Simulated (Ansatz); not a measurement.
SiS2 (I-42d), PBEsol, rigid bands (Ansatz, a first-principles code): N_c = 9.84e18 cm⁻³ at 300 K and an electron conductivity mass of 0.630 mₑ along y (a = (-2.75, 2.75, 4.30) Å; b = (2.75, -2.75, 4.30) Å; c = (2.75, 2.75, -4.30) Å).

Task: For 1e17 electrons per cm³ at 300 K, place the Fermi level, estimate the Seebeck coefficient of a parabolic band with constant τ, and give mobility and conductivity for τ = 5 fs.

Result: The level lies k_BT ln(N_c/n) = 0.119 eV below the conduction-band minimum. S ≈ −(k_B/e)[ln(N_c/n) + 5/2] = -611 μV/K, against -607 μV/K from the full bands (mean over directions). μ = eτ/m = 14.0 cm²/(V·s) and σ = neμ = 0.224 S/cm. τ is assumed, not computed.

Band transport and this doping are assumed; polarons and phonon drag are left out. Spin-orbit coupling is left out.

Formula and space group known from diffraction (Crystallography Open Database), not checked to be the room-temperature form: SiS2 (I-42d).
